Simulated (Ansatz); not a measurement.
Base system: Ta in the bcc (W type) structure (space group Im-3m, No. 229; a = 3.320 Å; relaxed with 0.1 eV smearing).

The values are results of Ansatz (a first-principles code) PBE, no spin-orbit coupling, not measurements.

Base values:

```
Quantity   Result
--------  -------
Pressure  0.0 GPa
```

It is then changed as follows: an isotropic linear strain of −2.00 %; the atoms relax in the strained cell.

Problem. What does the calculation give for the energy relative to the base after the change?

Solution. The energy goes up by 42 meV/atom.

Problem. Estimate the effect on the pressure.

Solution. The pressure goes from zero to 13.2 GPa.

No phonon test of stability was made. The final runs are not spin-polarised.
